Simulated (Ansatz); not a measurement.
A self-consistent single point of a (100) slab of LaCu2 (cut from a parent of space group no. 191; 6 atoms in the cell) with Ansatz (a first-principles code).

Level of theory: PBEsol, default PAW files made with PBE (plane waves; Ansatz).

```xyz
6
Lattice="4.3132 0.0000 0.0000 0.0000 3.8625 0.0000 0.0000 0.0000 20.2255" Properties=species:S:1:pos:R:3 pbc="T T T"
La     2.1566     0.0000     8.2451
Cu     0.0000     1.9313     9.4902
Cu     0.0000     1.9313     7.0000
La     0.0000     0.0000    11.9804
Cu     2.1566     1.9313    13.2255
Cu     2.1566     1.9313    10.7353
```

Reference input (self-consistent single point, DFT, PBEsol, plane waves, default PAW files made with PBE): basis.ecutwfc = 420 eV; kpoints.mp_grid.grid = 6 7 1; hamiltonian.xc = pbesol; hamiltonian.pseudopotentials = {kind: paw} (the program's default PAW files); scf.occupations.method = fermi_dirac; scf.occupations.width = 0.1 eV. This run's input differs from it in these lines:

Ansatz 0.2 input:
```diff
@@ -17,3 +17,3 @@
   mp_grid:
-    grid: [6, 7, 1]
+    grid: [5, 5, 1]
 hamiltonian:
```

The program printed (abridged):

```
SCF iter   1: F=—  HF=-38675.761977 eV  |F-HF|=—  |Δ(HF+E_count)|=         —  Δρ=9.20e-3  dr2=2.81e-1  ethr=1.77e-3  ⟨swp⟩=8.9  Hψ=2238  notcnv=0
all-band conjugate gradients solve this SCF's bands
preconditioner: auto → LDOS
SCF iter   2: F=—  HF=-38675.962045 eV  |F-HF|=—  |Δ(HF+E_count)|=   2.00e-1  Δρ=2.33e-2  dr2=1.11e0  ethr=2.87e-4  ⟨swp⟩=3.0  Hψ=1157  notcnv=0  recentre
   [... lines left out ...]
SCF iter   7: F=—  HF=-38675.735140 eV  |F-HF|=—  |Δ(HF+E_count)|=   6.50e-5  Δρ=1.16e-4  dr2=3.87e-5  ethr=8.29e-8  ⟨swp⟩=2.4  Hψ=841  notcnv=0
SCF iter   8: F=—  HF=-38675.735136 eV  |F-HF|=—  |Δ(HF+E_count)|=   4.00e-6  Δρ=2.28e-5  dr2=2.43e-6  ethr=3.95e-8  ⟨swp⟩=2.0  Hψ=730  notcnv=0
SCF iter   9: F=—  HF=-38675.735136 eV  |F-HF|=—  |Δ(HF+E_count)|=   1.14e-8  Δρ=5.81e-6  dr2=2.26e-7  ethr=2.48e-9  ⟨swp⟩=2.1  Hψ=776  notcnv=0
SCF iter  10: F=-38675.735136 eV  HF=-38675.735136 eV  |F-HF|=9.91e-9  |Δ(HF+E_count)|=   2.48e-8  Δρ=1.98e-6  dr2=1.44e-8  ethr=1.02e-10  ⟨swp⟩=9.4  Hψ=2508  notcnv=0
SCF 1 converged in 10 iterations: F = -38675.735136 eV  dr2 = 1.44e-8
Free energy (F): -38675.735136 eV
Internal energy: -38675.562055 eV  (E = F + TS)
E sigma→0 (E₀):  -38675.648596 eV
Entropy (-TS):   -0.173081 eV (-28.847 meV/atom)
Fermi energy:    2.260685 eV
--- Forces (eV/Å), atoms counted from 1 ---
  atom   1  La     0.00000000     0.00000000     0.25103052
  atom   2  Cu     0.00000000     0.00000000    -0.01887903
  atom   3  Cu     0.00000000     0.00000000     0.46616789
  atom   4  La     0.00000000     0.00000000    -0.25103052
  atom   5  Cu     0.00000000     0.00000000    -0.46616789
  atom   6  Cu     0.00000000     0.00000000     0.01887903
--- Stress (GPa, compression-positive) ---
       -2.232504       0.000000       0.000000
        0.000000      -1.876471       0.000000
        0.000000       0.000000      -1.814546
  P = ⅓ Tr σ = -1.9745 GPa (-19.745 kbar)
  The stress holds the Pulay correction. Without it, at fixed plane waves, as pw.x and ABINIT print it: P = -1.9866 GPa
```

The run converged in 10 iterations. Against the reference run the free energy is nearly the same (within 1 meV/atom) and the largest force goes from 0.481 to 0.466 eV/Å.

The starting cell comes from a database of computed structures (which also holds hypothetical and non-ambient phases and stackings), without a prior relaxation at this level. The slab is cut from that crystal, and its faces are unrelaxed. Its lattice was rescaled by up to half a per cent. Spin polarisation is off.
